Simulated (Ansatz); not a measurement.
The starting structures come from a database of crystals and need not be the phases stable at ambient conditions.

 Where the default PAW files enter, the runs use the earlier of Ansatz's two default sets.

Crystal: Na$_{2}$CO$_{3}$ (P6_3/mmc, not sure to be the ambient phase, 12 atoms a cell, 11.9 Å³ an atom); planes in its conventional cell.

Computed with r2SCAN (plane waves, PAW; Ansatz, a program for electronic structure).

The gap is the functional's own. No spin-orbit coupling. Mid-gap values are interpolated on the energy grid.

| plane | area of the cell (Å²) | mid-gap κ (1/Å) | largest κ in the gap (1/Å) |
|---|---|---|---|
| (001) | 23.5 | 0.50 | 0.63 |
| (100) | 31.6 | ? | ? |

Problem. The slowest decay depends on the direction. Supply the withheld values.

Solution. 
- (100), mid-gap κ (1/Å): 0.46
- (100), largest κ in the gap (1/Å): 0.48
